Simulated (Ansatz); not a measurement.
The starting structures come from a database of crystals and need not be the phases stable at ambient conditions.

Inside the gap of an insulator the Bloch states are evanescent, with a wavenumber k + iκ along the transport direction.

Given:

```yaml
crystal:
  lattice:
    - [6.56342, 0.00000, 0.00000]
    - [2.71563, 6.33854, 0.00000]
    - [3.28171, 0.00000, 4.40301]
  atoms:
    - { symbol: Ca, position: [0.67098, 0.75000, 0.65804] }
    - { symbol: Ca, position: [0.32902, 0.25000, 0.34196] }
    - { symbol: Ge, position: [0.68491, 0.25000, 0.63018] }
    - { symbol: Ge, position: [0.31509, 0.75000, 0.36982] }
    - { symbol: Ge, position: [0.00000, 0.00000, 0.00000] }
    - { symbol: Ge, position: [0.00000, 0.50000, 0.00000] }
    - { symbol: O, position: [0.30708, 0.89876, 0.59606] }
    - { symbol: O, position: [0.69292, 0.10124, 0.40394] }
    - { symbol: O, position: [0.09686, 0.60124, 0.59606] }
    - { symbol: O, position: [0.90314, 0.39876, 0.40394] }
    - { symbol: O, position: [0.75324, 0.07342, 0.88040] }
    - { symbol: O, position: [0.24676, 0.92658, 0.11960] }
    - { symbol: O, position: [0.36636, 0.42658, 0.88040] }
    - { symbol: O, position: [0.63364, 0.57342, 0.11960] }
    - { symbol: O, position: [0.93134, 0.75000, 0.13732] }
    - { symbol: O, position: [0.06866, 0.25000, 0.86268] }
```

Space group of this cell: C2/c. The cell is taken as given; by r2SCAN its mean pressure is -0.9 GPa.

Transport runs along the normal of the first two printed cell vectors.

The gap is the functional's own, uncorrected, and κ follows it; spin-orbit coupling is left out. Mid-gap values are interpolated between the computed energies.

Question: Compute, with r2SCAN (Ansatz, a program for electronic structure), the band gap and the smallest decay constant κ at mid-gap.

Answer: Gap 3.42 eV on a 8×6×8 mesh; κ = 0.307 1/Å, at the zone centre.
